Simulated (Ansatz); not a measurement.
Consider SiC in the wurtzite structure (space group P6_3mc, No. 186; a = 3.056 Å, c = 5.016 Å).

The values are results of LDA/PAW in Ansatz (a quantum-chemistry and plane-wave program), no SOC, not measurements.

One change was made to it. Results:

```csv
quantity,base,after
lattice parameter a,5.776 bohr,5.740 bohr
gap character,"indirect, Γ → K","indirect, Γ → K"
```

Q: What was done to the base?
(A) pressure 0.9 GPa
(B) pressure 15 GPa
(C) pressure 4.5 GPa

A: C, pressure 4.5 GPa. For comparison, the lattice parameter a in the other runs: pressure 0.9 GPa gives 5.768 bohr; pressure 15 GPa gives 5.666 bohr.

Load acts through the strain it causes; cell and atoms are relaxed under it. Whether these cells are dynamically stable was not tested. Competing high-pressure phases were not computed.
